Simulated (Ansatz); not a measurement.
BP under load (space group Imm2), Ansatz (a quantum-chemistry and plane-wave program) with r2SCAN with spin-orbit coupling, rigid bands. Condition of this run: uniaxial stress along [110] of -2 GPa (compression positive) (the target of the relaxation). Band gap 1.35 eV, N_c = 1.72e19 cm⁻³ and N_v = 1.41e19 cm⁻³ at 300 K, conductivity masses along x (a = (0.01, 2.27, 2.27) Å; b = (2.27, 0.01, 2.27) Å; c = (2.28, 2.28, 0.00) Å) of 0.256 mₑ (electrons) and 0.392 mₑ (holes). Take k_BT = 0.02585 eV.

**Question.** What thermal injection velocity √(2k_BT/πm) limits a ballistic channel along the direction named?

**Answer.** 1.06e7 cm/s for electrons and 8.59e6 cm/s for holes, a ratio of √(m_h/m_e) = 1.24, for dilute carriers.

**Question.** A film of it is 3 nm thick, with its normal along the direction named. Estimate the confinement energies in an infinite well.

**Answer.** ħ²π²/(2m t²) = 0.376 eV·nm²/(m/mₑ × t²) gives 163 meV for electrons and 107 meV for holes, so the gap would widen to about 1.62 eV. Finite barriers and nonparabolic bands lower this, and with several valleys or bands the heaviest mass along the normal sets the lowest level, not this average.

**Question.** What built-in voltage has an abrupt junction with N_A = 1e17 and N_D = 1e17 cm⁻³, all dopants ionised?

**Answer.** V_bi = E_g/e − (k_BT/e) ln(N_c N_v/(N_A N_D)) = 1.35 − 0.02585 × 10.10 = 1.09 V, for the computed gap.

Rigid bands with the computed gap; masses take one relaxation time for all states.
